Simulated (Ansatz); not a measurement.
Consider BaHfO$_{3}$ in the cubic perovskite structure (space group Pm-3m, No. 221).

```
BaHfO3
1.0
    4.15753     0.00000     0.00000
    0.00000     4.15753     0.00000
    0.00000     0.00000     4.15753
Ba Hf O
1 1 3
Direct
  0.00000   0.00000   0.00000
  0.50000   0.50000   0.50000
  0.50000   0.00000   0.50000
  0.00000   0.50000   0.50000
  0.50000   0.50000   0.00000
```

Cartesian axes are those of the cell as printed.

Computed with PBEsol (Ansatz, a quantum-chemistry and plane-wave program), no SOC.

One thing is altered: an isotropic linear strain of +1.20 %; the atoms relax in the strained cell.

Question: Predict the stress tensor and what it implies for the stiffness.

Answer: Stress of the strained cell less that of the base (GPa, compression positive):
```
  -5.59    0.00    0.00
   0.00   -5.59    0.00
   0.00    0.00   -5.59
```

Then B = −ΔP/(ΔV/V₀) with ΔV/V₀ = 0.0364 gives secant stiffness values (nonlinear terms included at this strain): B ≈ 153 GPa.

As a check, the harmonic strain energy −½ V₀ Δσ:ε is 9.0 meV/atom; the computed energy rise is 9.4 meV/atom.

Whether these cells are dynamically stable was not tested.
